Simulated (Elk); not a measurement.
Worked example: self-consistent single point of Sc2Co (I4/mcm, 6 atoms in the cell) in Elk.

Level of theory: LDA (PW92), all-electron FP-LAPW, Elk's shipped species files, default APW+lo basis (Elk).

```
Sc2Co
1.0
   -3.15008     3.15008     2.82160
    3.15008    -3.15008     2.82160
    3.15008     3.15008    -2.82160
Sc Co
4 2
Direct
  0.32159   0.82159   0.14318
  0.67841   0.17841   0.85682
  0.82159   0.67841   0.50000
  0.17841   0.32159   0.50000
  0.75000   0.75000   0.00000
  0.25000   0.25000   0.00000
```

Reference input (self-consistent single point, DFT, PBEsol, all-electron FP-LAPW, Elk's shipped species files, default APW+lo basis): xctype = 22; rgkmax = 7; stype = 3; swidth = 0.00183747 Ha; ngridk = 5 5 5. This run's input differs from it in these lines:

```diff
@@ -4,3 +4,3 @@
 xctype
-  22
+  3
```

Output, abridged:

```
│ Self-consistent loop started │
│ Loop number : 1 │
 total energy                :     -5889.23034972
│ Loop number : 2 │
 total energy                :     -5886.58553724
RMS change in Kohn-Sham potential (target) :   0.7745763004     (  0.1000000000E-05)
Absolute change in total energy (target)   :    2.644812476     (  0.1000000000E-03)
│ Loop number : 3 │
 total energy                :     -5822.38025065
RMS change in Kohn-Sham potential (target) :   0.1768976838     (  0.1000000000E-05)
Absolute change in total energy (target)   :    64.86648972     (  0.1000000000E-03)
│ Loop number : 4 │
   [... lines left out ...]
Absolute change in total energy (target)   :   0.9961656333E-03 (  0.1000000000E-03)
│ Loop number : 17 │
 total energy                :     -5832.39845547
RMS change in Kohn-Sham potential (target) :   0.8776563384E-07 (  0.1000000000E-05)
Absolute change in total energy (target)   :   0.2330633888E-03 (  0.1000000000E-03)
│ Loop number : 18 │
 total energy                :     -5832.39846076
RMS change in Kohn-Sham potential (target) :   0.1177365063E-06 (  0.1000000000E-05)
Absolute change in total energy (target)   :   0.5297134430E-04 (  0.1000000000E-03)
Convergence targets achieved

│ Loop number : 19 │

Energies :
 Fermi                       :     0.231259682676
 total energy                :     -5832.39847225

Density of states at Fermi energy :    214.4610142
 (states/Hartree/unit cell)

Estimated indirect band gap :   0.6371133875E-03
 from k-point      6 to k-point     18
Estimated direct band gap   :   0.2141271386E-02
 at k-point     17

Charges :
 core                        :    64.00000000
 valence                     :    74.00000000
 interstitial                :    8.713743062
 muffin-tins (core leakage)
  species :    1 (Sc)
   atom    1                 :    19.17134398     (  0.3370391966E-08)
   atom    2                 :    19.17134398     (  0.3370391966E-08)
   atom    3                 :    19.17134398     (  0.3370391966E-08)
   atom    4                 :    19.17134398     (  0.3370391966E-08)
  species :    2 (Co)
   atom    1                 :    26.30044052     (  0.5107509947E-03)
   atom    2                 :    26.30044052     (  0.5107509947E-03)
 total in muffin-tins        :    129.2862569
 total calculated charge     :    138.0141570
 total charge                :    138.0000000
 error                       :   0.1415704016E-01

│ Self-consistent loop stopped │
```

The run converged in 19 iterations. The count includes the last loop, which Elk runs after its targets are met. 

The starting cell comes from a database of computed structures (which also holds hypothetical and non-ambient phases and stackings), without a prior relaxation at this level. Its lattice was rescaled by a random factor within 2.5 % of one. Spin polarisation is off. Values depend on the basis (sphere radii, cutoffs, local orbitals), which need not be converged. The log's line on a gap gives a spacing of levels on this mesh, which the program prints for metals too.
